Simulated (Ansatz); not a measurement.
End structure of OH on the 1x1 (100) surface of rock-salt MgO (cut with top plane Mg + O), one in a 2x2 cell, started at the site 'top O':

Host crystal: rock-salt MgO, with a band gap (PBE, scalar-relativistic without spin-orbit coupling).

```yaml
crystal:
  lattice:
    - [6.01553, 0.00000, 0.00000]
    - [0.00000, 6.01553, 0.00000]
    - [0.00000, 0.00000, 25.50000]
  atoms:
    - { symbol: Mg, position: [0.25000, 0.25000, 0.37584] }
    - { symbol: Mg, position: [0.25000, 0.75000, 0.37584] }
    - { symbol: Mg, position: [0.75000, 0.25000, 0.37584] }
    - { symbol: Mg, position: [0.75000, 0.75000, 0.37584] }
    - { symbol: O, position: [0.00000, 0.00000, 0.37390] }
    - { symbol: O, position: [0.00000, 0.50000, 0.37390] }
    - { symbol: O, position: [0.50000, 0.00000, 0.37390] }
    - { symbol: O, position: [0.50000, 0.50000, 0.37390] }
    - { symbol: Mg, position: [0.00000, 0.00000, 0.45809] }
    - { symbol: Mg, position: [0.00000, 0.50000, 0.45809] }
    - { symbol: Mg, position: [0.50000, 0.00000, 0.45809] }
    - { symbol: Mg, position: [0.50000, 0.50000, 0.45809] }
    - { symbol: O, position: [0.25000, 0.25000, 0.45846] }
    - { symbol: O, position: [0.25000, 0.75000, 0.45846] }
    - { symbol: O, position: [0.75000, 0.25000, 0.45846] }
    - { symbol: O, position: [0.75000, 0.75000, 0.45846] }
    - { symbol: Mg, position: [0.24694, 0.25000, 0.54002] }
    - { symbol: Mg, position: [0.24734, 0.75000, 0.54293] }
    - { symbol: Mg, position: [0.75175, 0.25000, 0.54220] }
    - { symbol: Mg, position: [0.75534, 0.75000, 0.54218] }
    - { symbol: O, position: [0.00148, 0.00043, 0.54219] }
    - { symbol: O, position: [0.00148, 0.49957, 0.54219] }
    - { symbol: O, position: [0.49879, 0.99881, 0.54138] }
    - { symbol: O, position: [0.49879, 0.50118, 0.54138] }
    - { symbol: Mg, position: [0.99832, 0.00268, 0.62971] }
    - { symbol: Mg, position: [0.99832, 0.49732, 0.62971] }
    - { symbol: Mg, position: [0.50829, 0.99421, 0.62330] }
    - { symbol: Mg, position: [0.50829, 0.50579, 0.62330] }
    - { symbol: O, position: [0.26945, 0.25000, 0.62347] }
    - { symbol: O, position: [0.25361, 0.75000, 0.62744] }
    - { symbol: O, position: [0.74204, 0.25000, 0.62285] }
    - { symbol: O, position: [0.75317, 0.75000, 0.62705] }
    - { symbol: O, position: [0.05830, 0.25000, 0.69379] }
    - { symbol: H, position: [0.19025, 0.25000, 0.71591] }
```

Set-up: 34 atoms, 6.4 Å thick at the start under the adsorbate (thin: gaps and levels are the slab's own); mesh 3x3x1; 0.01 eV smearing; dipole correction on; single point; on the structure that PBE left under its start's symmetry; spin-polarised, ending with about 1.0 μB a cell; orders that need a larger cell were not tried, no spin-orbit, no U, no dispersion correction. The program's check for a lower electronic state was not made. It is one chosen start, not shown to be the lowest state of the adsorbate.

A negative adsorption energy means that the adsorbate is more stable on the surface than in its reference.

What is the computed adsorption energy against H2O(g) − ½ H2(g) at the same level (HSE06, at the PBE geometry and the start's symmetry (Ansatz, an electronic-structure program))?

2.19 eV

Give the change of the step from the bottom to the top vacuum level, against the clean slab at the level HSE06, at the PBE geometry and the start's symmetry.

0.032 eV
